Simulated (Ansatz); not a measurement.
An Ansatz (an electronic-structure program) run: Ta with a change (biaxial strain −0.42 %, plane normal [111], relaxed out of plane); LDA/PAW in Ansatz, spin-orbit coupling left out.

Input:

Ansatz 0.2 input:
```yaml
crystal:
  lattice:
    - [4.582607348, 0, 0]
    - [2.291303674, 3.968654379, 0]
    - [2.291303674, -1.322884793, 0.9413388146]
  atoms:
    - { symbol: Ta, position: [0, 0, 0] }
basis: { ecutwfc: 420, ecutrho_ratio: 4, xc_grid: 2, fft_grid_basis: typed }
kpoints: { mp_grid: { grid: [28, 28, 28] } }
hamiltonian:
  xc: lda
  dispersion: none
  pseudopotentials: { kind: paw }
scf: { occupations: { method: fermi_dirac, width: 0.1 } }
relax: { f_tol: 0.005, max_steps: 50, cell: { stress_tol: 0.01, fix: [a, b, gamma] } }
output: { forces: true, stress: true }
checkpoint: { write: state.ck, write_every: 1000 }
```

Output (explanatory and most iteration lines left out):

```
Relaxation: its limit of steps is 50 (relax.max_steps)
Pseudopotential: Ta, paw, valence charge 13
Crystal: 1 atoms, lattice volume = 17.120 Å³
Basis set: ecut = 420 eV, 321 PW (Γ), exchange–correlation on 64×64×40 points (8 copies of the dense FFT grid, shifted against one another)
Bands: 11, of which v1, the nominal top of the filled ones, is band 7 counted from 1 (6 counted from 0)
Symmetry: 12 space group operations
Space group: R-3m (ITA 166), of the structure as read, at distance tolerance 2.6e-5 Å
k-points: 2045 of 21952
Functional: x = slater, c = lda
SCF iter   1: F=—  HF=-9682.632142 eV  |F-HF|=—  |Δ(HF+E_count)|=         —  Δρ=5.21e-3  dr2=3.47e-3  ethr=1.77e-3  ⟨swp⟩=5.1  Hψ=127163  notcnv=0
SCF iter   2: F=—  HF=-9682.630816 eV  |F-HF|=—  |Δ(HF+E_count)|=   1.33e-3  Δρ=2.12e-3  dr2=3.39e-4  ethr=2.67e-5  ⟨swp⟩=1.5  Hψ=41147  notcnv=0
SCF 1 converged in 6 iterations: F = -9682.630792 eV  dr2 = 1.97e-10
relax step   1: F+E_penalty+E_count = -9682.63079227 eV  Δ(F+E_penalty+E_count) = +0.000e0 eV  max|allowed force component| = 0.000e0 eV/Å  Δτ_max = 0.0000 Å  P = +1.390 GPa  Ω = 17.120 Å³  fix = [a, b, gamma]  reactions: a +1.692, b +1.692 GPa  (6 SCF iters, dr2 threshold 1.00e-7 eV, accepted)
[... steps on the carried basis left out ...]
relax step   3: F+E_penalty+E_count = -9682.63088559 eV  Δ(F+E_penalty+E_count) = -9.332e-5 eV  max|allowed force component| = 0.000e0 eV/Å  Δτ_max = 0.0000 Å  P = +0.834 GPa  Ω = 17.163 Å³  energy of the carried Pulay correction = -1.204e-5 eV  fix = [a, b, gamma]  reactions: a +1.254, b +1.254 GPa  (6 SCF iters, accepted)
Crystal: 1 atoms, lattice volume = 17.163 Å³
SCF iter   1: F=—  HF=-9682.630898 eV  |F-HF|=—  |Δ(HF+E_count)|=         —  Δρ=4.06e-6  dr2=2.66e-10  ethr=4.53e-8  ⟨swp⟩=3.1  Hψ=188890  notcnv=0
SCF iter   2: F=—  HF=-9682.630898 eV  |F-HF|=—  |Δ(HF+E_count)|=   9.91e-8  Δρ=1.96e-6  dr2=5.55e-11  ethr=2.05e-12  ⟨swp⟩=2.9  Hψ=41037  notcnv=0
SCF 4 converged in 4 iterations: F = -9682.630898 eV  dr2 = 3.06e-14
SCF converged after 4 iterations
Free energy (F): -9682.630898 eV
Internal energy: -9682.589243 eV  (E = F + TS)
E sigma→0 (E₀):  -9682.610070 eV
Entropy (-TS):   -0.041655 eV (-41.655 meV/atom)
Fermi energy:    19.342376 eV
--- Forces (eV/Å), atoms counted from 1 ---
  atom   1  Ta     0.00000000    -0.00000000     0.00000000
--- Stress (GPa, compression-positive) ---
        1.254433      -0.000000       0.000000
       -0.000000       1.254433       0.000000
        0.000000       0.000000      -0.004072
  P = ⅓ Tr σ = 0.8349 GPa (8.349 kbar)
--- Relaxed structure (3 steps of the walk, 2 accepted, 1 SCFs on fresh bases) ---
  cell:  # Å, volume = 17.1632 Å³
    - [4.582607348036237, -1.0422614691426473e-96, 4.2906372263096323e-19]
    - [2.2913036740181183, 3.9686543789686177, -1.411131004612724e-18]
    - [2.2913036740181183, -1.3228847929895393, 0.9437203998983016]
  atoms:
    - { symbol: Ta, position: [0.0, 0.0, 0.0] }
```

No phonon test of stability was made. All final runs are without spin polarisation. The cell was made from Ta in the bcc (W type) structure (space group Im-3m, No. 229) by this change: biaxial strain −0.42 %, plane normal [111], relaxed out of plane.
